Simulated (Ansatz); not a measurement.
Worked example: self-consistent single point of AgRh₃ (Pm-3n, 8 atoms in the cell) in Ansatz (a first-principles code).

Level of theory: PBE (plane waves, PAW; Ansatz).

```
CELL_PARAMETERS angstrom
      4.76181     0.00000     0.00000
      0.00000     4.76181     0.00000
      0.00000     0.00000     4.76181
ATOMIC_POSITIONS crystal
  Rh 0.25000 0.00000 0.50000
  Rh 0.75000 0.00000 0.50000
  Rh 0.00000 0.50000 0.25000
  Rh 0.00000 0.50000 0.75000
  Rh 0.50000 0.25000 0.00000
  Rh 0.50000 0.75000 0.00000
  Ag 0.00000 0.00000 0.00000
  Ag 0.50000 0.50000 0.50000
```

Reference input (self-consistent single point, DFT, PBE, plane waves, default PAW files): kpoints.mp_grid.grid = 9 9 9; hamiltonian.xc = pbe; hamiltonian.pseudopotentials = {kind: paw} (the program's default PAW files); scf.occupations.method = cold; scf.occupations.width = 0.1 eV. This run's input differs from it in these lines:

Ansatz 0.2 input:
```diff
@@ -15,3 +15,3 @@
 kpoints:
-  mp_grid: { grid: [9, 9, 9] }
+  mp_grid: { grid: [7, 7, 7] }
 hamiltonian:
```

Output (repeated stretches shortened):

```
SCF iter   1: F=—  HF=-53593.339210 eV  |F-HF|=—  |Δ(HF+E_count)|=         —  Δρ=2.17e-2  dr2=1.54e-1  ethr=1.77e-3  ⟨swp⟩=5.1  Hψ=5273  notcnv=0  defer=34
all-band conjugate gradients solve this SCF's bands
preconditioner: auto → Kerker (q_TF=auto, 2.849 Å⁻¹)
SCF iter   2: F=—  HF=-53593.316958 eV  |F-HF|=—  |Δ(HF+E_count)|=   2.23e-2  S|Δr|=    0.00e0  Δρ=8.30e-3  dr2=2.38e-2  ethr=1.10e-4  ⟨swp⟩=1.1  Hψ=2013  notcnv=0  defer=45
   [... lines left out ...]
SCF iter   5: F=—  HF=-53593.311501 eV  |F-HF|=—  |Δ(HF+E_count)|=   5.46e-4  S|Δr|=    0.00e0  Δρ=1.50e-4  dr2=2.01e-5  ethr=7.04e-8  ⟨swp⟩=2.6  Hψ=2766  notcnv=0  defer=45
SCF iter   6: F=—  HF=-53593.311497 eV  |F-HF|=—  |Δ(HF+E_count)|=   4.28e-6  S|Δr|=    0.00e0  Δρ=8.59e-5  dr2=2.20e-6  ethr=1.44e-8  ⟨swp⟩=2.0  Hψ=2267  notcnv=0  defer=45
SCF iter   7: F=-53593.311497 eV  HF=-53593.311497 eV  |F-HF|=3.46e-8  |Δ(HF+E_count)|=   3.83e-7  S|Δr|=    0.00e0  Δρ=1.33e-5  dr2=7.55e-8  ethr=7.14e-11  ⟨swp⟩=8.1  Hψ=6491  notcnv=0
SCF 1 converged in 7 iterations: F = -53593.311497 eV  dr2 = 7.55e-8
Stability not checked (fill_not_monotonic)
Free energy (F): -53593.311497 eV
Internal energy: -53593.311394 eV  (E = F + TS)
E sigma→0 (E₀):  -53593.311462 eV
Entropy (-TS):   -0.000103 eV (-0.013 meV/atom)
Fermi energy:    22.831232 eV
--- Forces (eV/Å), atoms counted from 1 ---
  atom   1  Rh     0.00000000     0.00000000     0.00000000
   [... zero for the other atoms too ...]
--- Stress (GPa, compression-positive) ---
       33.620835      -0.000000       0.000000
       -0.000000      33.620835       0.000000
        0.000000       0.000000      33.620835
  P = ⅓ Tr σ = 33.6208 GPa (336.208 kbar)
  The stress holds the Pulay correction. Without it, at fixed plane waves, as pw.x and ABINIT print it: P = 33.4889 GPa
```

The run converged in 7 iterations. Against the reference run the free energy rises by 12.8 meV/atom and the pressure goes from 33.39 to 33.62 GPa.

The starting cell was generated: these elements placed on a structure prototype, without a prior relaxation; it need not be a known phase or ordering of this composition. Its lattice was rescaled by a random factor within 2.5 % of one. Spin polarisation is off. With a pressure of about 34 GPa the cell is away from its equilibrium volume at this level. Ansatz's pressure includes its estimate of the finite-basis (Pulay) stress.
